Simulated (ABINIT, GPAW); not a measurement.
A GPAW input for a self-consistent single point of CoSi (P2_13, 8 atoms in the cell) (DFT PBE, plane waves, GPAW PAW datasets PBE (gpaw-data 1.0.1)):

```python
from ase import Atoms
from ase.units import GPa
from gpaw import GPAW, PW

atoms = Atoms(['Co', 'Co', 'Co', 'Co', 'Si', 'Si', 'Si', 'Si'],
              cell=[[4.440977, 0.000000, 0.000000],
                    [0.000000, 4.440977, 0.000000],
                    [0.000000, 0.000000, 4.440977]],
              scaled_positions=[[0.854100, 0.645900, 0.354100],
                                [0.645900, 0.354100, 0.854100],
                                [0.354100, 0.854100, 0.645900],
                                [0.145900, 0.145900, 0.145900],
                                [0.156540, 0.343460, 0.656540],
                                [0.343460, 0.656540, 0.156540],
                                [0.656540, 0.156540, 0.343460],
                                [0.843460, 0.843460, 0.843460]],
              pbc=True)

calc = GPAW(mode=PW(850),
            xc='PBE',
            kpts=(9, 9, 9),
            occupations={'name': 'methfessel-paxton', 'width': 0.1, 'order': 0},
            nbands=-12,
            symmetry={'symmorphic': False, 'tolerance': 0.0005},
            maxiter=150)

atoms.calc = calc

energy = atoms.get_potential_energy()
print('Energy (eV):', round(energy, 6))
forces = atoms.get_forces()
print('Forces (eV/Ang):')
print(forces.round(5))
stress = atoms.get_stress()
print('Stress (GPa, Voigt):', (stress / GPa).round(4))
```

Q: Translate this input to ABINIT.

A: One input that does it (others would too):

```
# CoSi, PseudoDojo nc-sr-05 PBE standard
pp_dirpath "./"
pseudos "Co.upf, Si.upf"
acell 4.4409770000 4.4409770000 4.4409770000 Angstrom
rprim
         1.0000000000    0.0000000000    0.0000000000
         0.0000000000    1.0000000000    0.0000000000
         0.0000000000    0.0000000000    1.0000000000
natom 8
ntypat 2
znucl 27 14
typat 1 1 1 1 2 2 2 2
xcart
         7.1678038614    5.4205415222    2.9716887336
         5.4205415222    2.9716887336    7.1678038614
         2.9716887336    7.1678038614    5.4205415222
         1.2244263943    1.2244263943    1.2244263943
         1.3137197242    2.8823954036    5.5098348521
         2.8823954036    5.5098348521    1.3137197242
         5.5098348521    1.3137197242    2.8823954036
         7.0785105315    7.0785105315    7.0785105315
ecut 48
occopt 7
tsmear 0.00367493
nband 53
kptopt 1
ngkpt 9 9 9
nshiftk 1
shiftk 0 0 0
nstep 80
tolvrs 1.0e-10
prtwf 0
prtden 0
prtvol 1
enunit 1
```

Basis settings and potentials, where a program has them, do not carry over. This input uses DFT, PBE, plane waves, norm-conserving pseudopotentials (PseudoDojo nc-sr-05 PBE standard).

The starting cell comes from a database of computed structures (which also holds hypothetical and non-ambient phases and stackings), without a prior relaxation at this level. Its lattice was rescaled by a random factor within 2.5 % of one.
